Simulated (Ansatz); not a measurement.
Structure of amorphous Ga₂₄O₃₉Y₂ (periodic cell):

```
CELL_PARAMETERS angstrom
      9.13733     0.11939    -0.00051
      0.11939     9.47388    -0.22156
     -0.00051    -0.22156     9.48732
ATOMIC_POSITIONS crystal
  Ga 0.87585 0.63550 0.66232
  Ga 0.86740 0.54827 0.33346
  Ga 0.55530 0.82944 0.16497
  Ga 0.26384 0.00521 0.10745
  Ga 0.52927 0.58200 0.52299
  Ga 0.77237 0.85027 0.44069
  Ga 0.63000 0.49302 0.04269
  Ga 0.62674 0.08987 0.03095
  Ga 0.68368 0.39803 0.70171
  Ga 0.31759 0.87105 0.64303
  Ga 0.06360 0.32669 0.61058
  Ga 0.38132 0.25474 0.57061
  Ga 0.16163 0.10417 0.77129
  Ga 0.12982 0.29296 0.29927
  Ga 0.42870 0.38583 0.27888
  Ga 0.25124 0.33549 0.96277
  Ga 0.05488 0.81698 0.88178
  Ga 0.01504 0.56718 0.07223
  Ga 0.89640 0.98015 0.14408
  Ga 0.88579 0.27376 0.96427
  Ga 0.24657 0.70134 0.31459
  Ga 0.34980 0.66822 0.96717
  Ga 0.08743 0.00387 0.43063
  Ga 0.79376 0.08768 0.70821
  O  0.24994 0.13130 0.95817
  O  0.48335 0.41563 0.63880
  O  0.89214 0.97831 0.34383
  O  0.20700 0.84479 0.45503
  O  0.33376 0.07404 0.63828
  O  0.80962 0.16728 0.11715
  O  0.13896 0.64820 0.94352
  O  0.32975 0.79327 0.15723
  O  0.59044 0.34935 0.16294
  O  0.39592 0.47362 0.96239
  O  0.37936 0.82115 0.85334
  O  0.47977 0.76301 0.59819
  O  0.75181 0.91601 0.62244
  O  0.02707 0.12863 0.57585
  O  0.67593 0.59936 0.69138
  O  0.20231 0.30367 0.75845
  O  0.72211 0.37591 0.89782
  O  0.04445 0.37847 0.01148
  O  0.89933 0.69215 0.47791
  O  0.12979 0.90592 0.73154
  O  0.39063 0.56697 0.36694
  O  0.94269 0.35625 0.34178
  O  0.68763 0.48365 0.41736
  O  0.06589 0.92255 0.05387
  O  0.72658 0.90612 0.06773
  O  0.81983 0.56021 0.13576
  O  0.56571 0.67982 0.01633
  O  0.07541 0.61397 0.25552
  O  0.63456 0.06276 0.84041
  O  0.47361 0.02178 0.13651
  O  0.62509 0.78290 0.33488
  O  0.91928 0.44589 0.67350
  O  0.26444 0.34920 0.17395
  O  0.21119 0.34053 0.47826
  O  0.15619 0.09271 0.26992
  O  0.48254 0.23828 0.39541
  O  0.87778 0.74757 0.82679
  O  0.94494 0.13048 0.83735
  O  0.72824 0.23007 0.59665
  Y  0.72204 0.25657 0.36129
  Y  0.62007 0.81398 0.80408
```

Methods: PBE, scalar-relativistic without spin-orbit coupling (Ansatz, a quantum-chemistry and plane-wave program); r2SCAN, scalar-relativistic without spin-orbit coupling (Ansatz); HSE06, scalar-relativistic without spin-orbit coupling (Ansatz). Neutral PBE cell, which sets geometry, pressure and energy: sampling: a 2×2×2 Γ-centred mesh; Fermi-Dirac width 0.02 eV; no spin polarisation. Exact exchange is cut at the faces of this 9 Å cell, which leaves hybrid gaps a finite-size error.

A CHGNet melt-quench gave the starting glass, which DFT then relaxed. O atoms were pushed apart under 1.9 Å during the dynamics, to hinder bonds among them. The hot cell started wider than the set density and was brought back towards it in steps. It is the lowest in DFT energy of 2 quenches. It is a model cell: composition and starting density were chosen by hand, and all elements were melted together. No dispersion term was used. Its density started from a set value of 5.01 and ended at 5.01 g/cm³. The simulated quench (nominally 220 K/ps over its main leg) is rapid and tends to freeze in more defects than a deposited or slowly cooled glass has. A cell of this size samples the disorder only roughly. The volume was held where the preparation left it and the shape relaxed.

Question: Give the pressure and the spacing of the highest filled and lowest empty levels.

Answer: 
| Item | Result |
|---|---|
| Pressure on a 2×2×2 Γ-centred mesh | 5.8 kbar |
| Largest force and stress component on that mesh (the relaxation ran on the zone centre alone) | 0.05 eV/Å and 0.6 GPa |
| Level gap on a 2×2×2 Γ-centred mesh (PBE) | 1.66 eV |
| Level gap at the zone centre (PBE) | 1.64 eV |
| Level gap at the zone centre (r2SCAN) | 2.16 eV |
| Level gap at the zone centre (HSE06) | 3.28 eV |
| Distance between the nearest levels spread over more than a fifth of the atoms or a third of the atoms of their main element (six at least) (PBE, zone centre) | 2.16 eV |

Question: At PBE and the zone centre, how localised are the states just below and above the Fermi level (participation number: the atoms over which a state spreads)?

Answer: The highest filled state is spread over 3.6 atoms' worth, largest on O36, with weights by element (charge in smoothed Voronoi cells) O 0.95, Ga 0.04, Y 0.01. The lowest empty state is spread over 59.3 atoms' worth, largest on Ga8, with weights by element (charge in smoothed Voronoi cells) O 0.55, Ga 0.44, Y 0.02.

At PBE the levels at the filled edge of the gap are localised (band-tail or defect states), and the nearest spread-out levels lie 2.2 eV apart at the zone centre.

Neighbours within Ga-Ga 2.68 Å, Ga-O 2.56 Å, Ga-Y 3.21 Å, O-O 1.58 Å, O-Y 2.82 Å, Y-Y 3.74 Å count as bonded. Two cations that share two anions don't count as bonded, nor two that share one unless they lie closer than Ga-Ga 2.61 Å, Ga-Y 3.12 Å, Y-Y 3.64 Å.

Added carriers, by PBE, scalar-relativistic without spin-orbit coupling (Ansatz) on the zone centre alone. Charged cells keep the cell fixed and stand in a uniform background, with no image correction, at a width of 0.01 eV; where the count is odd the moment is locked at 1 μB, unless the neutral cell bore moments. Each starts from the undistorted neutral geometry alone. PBE's self-interaction favours spread-out carriers, so it can miss traps that a hybrid finds.

Question: What happens at PBE when the cell takes an extra electron and the atoms relax?

Answer: Relaxation lowers the charged cell by 0.02 eV. The largest moves are Ga8 0.02 Å, O27 0.02 Å, O61 0.02 Å, O31 0.02 Å. The level that holds the added charge spreads over 59.2 atoms' worth, most on Ga8 (weight 0.03): a carrier spread over the cell. No bond crosses its cut-off with a change of over 0.15 Å (metal-metal contacts aside). Made neutral again at that geometry, the cell lies +0.01 eV from the neutral start.

Question: What happens at PBE when the cell takes a hole and the atoms relax?

Answer: Relaxation lowers the charged cell by 0.41 eV. The largest moves are O35 0.65 Å, Ga8 0.56 Å, Ga22 0.51 Å, Y65 0.42 Å. The level that was emptied spreads over 3.1 atoms' worth, most on O36 (weight 0.50): a localised (trapped) carrier, which neighbours of that atom can share. Bonds broken: Ga8-O49, Ga22-O32, O36-Y65. Bonds formed: Ga8-O33. Made neutral again at that geometry, the cell lies +1.01 eV from the neutral start (a closed shell was imposed there, with levels 0.14 eV apart, so this is an upper bound).
